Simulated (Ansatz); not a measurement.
Base system: C in the diamond structure (space group Fd-3m, No. 227; a = 3.554 Å).

It is then changed as follows: a fraction x = 0.125 of the C sites is given to Si, ordered in a cell of 8 atoms (starting symmetry Pmm2) and fully relaxed.

The other end (x = 1) is Si in the diamond structure (space group Fd-3m, No. 227): 20.05 Å³/atom, gap 0.47 eV.

Levels (all Ansatz, a program for electronic structure, PAW): PBEsol (420 eV, no spin-orbit coupling); r2SCAN (500 eV, no spin-orbit coupling); HSE06 (420 eV, no spin-orbit coupling).

One geometry, relaxed with PBEsol, under each level:

| level | band gap | pressure |
|---|---|---|
| PBEsol | 1.38 eV | 0.00 GPa |
| r2SCAN | 1.80 eV | 2.15 GPa |
| HSE06 | [?] | – |

Problem. Give the withheld HSE06 results.

Solution. 
- HSE06, band gap: 2.51 eV

Single points use the geometry relaxed with PBEsol. Their cutoffs differ, which shifts pressures a little. HSE06 was sampled on its mesh, a few special points and the semilocal edge points, so its gap is an upper bound. These are small ordered cells, not random alloys; other orderings at the same x differ. Stability against distortions was not tested.
